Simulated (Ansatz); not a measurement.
Take CdTe in the zinc blende structure (space group F-43m, No. 216; a = 6.5578 Å) as the base. Axes: x, y, z lie along the cube axes.

Level of theory: r2SCAN in Ansatz (plane waves to 500 eV, PAW, spin-orbit coupling left out).

Perturbation: tensor shear ε_xy = +2.00 % (engineering shear γ = 0.0400), atoms relaxed at fixed cell.

Question: Predict the stress tensor and what it implies for the stiffness.

Answer: Stress of the strained cell less that of the base (GPa, compression positive):
```
   0.00   -0.79    0.00
  -0.79    0.00    0.00
   0.00    0.00   -0.02
```

Then −Δσ/γ with γ = 2ε = 0.0400 gives secant stiffness values (nonlinear terms included at this strain): C66 ≈ 20 GPa.

Whether these cells are dynamically stable was not tested.

Ansatz is a quantum-chemistry and plane-wave program.
